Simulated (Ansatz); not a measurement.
AlB2-type MgB₂ was calculated with BLYP (Ansatz, a quantum-chemistry and plane-wave program, PAW).

Settings: plane-wave cutoff 520 eV, 24×24×16 k mesh (along the axes of the cell as run), Fermi–Dirac smearing 0.05 eV, scalar-relativistic PAW data made under PBE.

Properties against volume:

Shape and atoms are relaxed at each volume.

| V (Å³/atom) | P (GPa) | c (Å) | a (Å) |
|---|---|---|---|
| 9.372 | 6.06 | 3.490 | 3.050 |
| 9.568 | 2.89 | 3.523 | 3.067 |
| 9.763 | 0.00 | 3.556 | 3.084 |
| 9.958 | -2.63 | 3.589 | 3.100 |
| 10.153 | -5.02 | 3.622 | 3.116 |

Note: the bulk modulus comes from volumes at which shape and atoms were relaxed.
